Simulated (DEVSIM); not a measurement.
Structure: Ru/SiON/n-Ge capacitor, at 300 K.

Layer 1 from the left is SiON, thickness (nm) 3.60. Layer 2 from the left is Ge, thickness (nm) 9900, Nd (cm⁻³) 3.6e15.

Metal gate on the left, work function 4.7 eV. Fixed charge at the semiconductor interface -1.1e11 cm⁻² (in units of +e); no interface traps.

This is a model device: material constants are rounded textbook-type values typed into the input, and sizes, dopings and lifetimes were drawn at random. Values at 300 K.

SiON: gap (eV) 7, affinity (eV) 1.4, permittivity 5.5. Ge: gap (eV) 0.664, affinity (eV) 4, permittivity 16, Nc (cm⁻³) 1.04e19, Nv (cm⁻³) 6e18.

Task: Estimate by hand the flat-band voltage, the threshold voltage, and compare with a numerical solution.

Result: 
- Flat-band voltage: C = 1.35 μF/cm², work-function difference 0.494 V; VFB = φms − qNf/C = 0.51 V; numerical 0.51 V.
- Threshold voltage: φF = 0.133 V, depletion charge √(4εqNφF) = 2.09e-8 C/cm²; VT = VFB − 2φF − Qd/C = 0.23 V; numerical 0.23 V.

DEVSIM, 1D Poisson equation in equilibrium, Boltzmann statistics, complete ionisation; no quantum confinement or tunnelling. Metal contacts follow the ideal Schottky-Mott rule: no Fermi-level pinning, no interface dipoles.
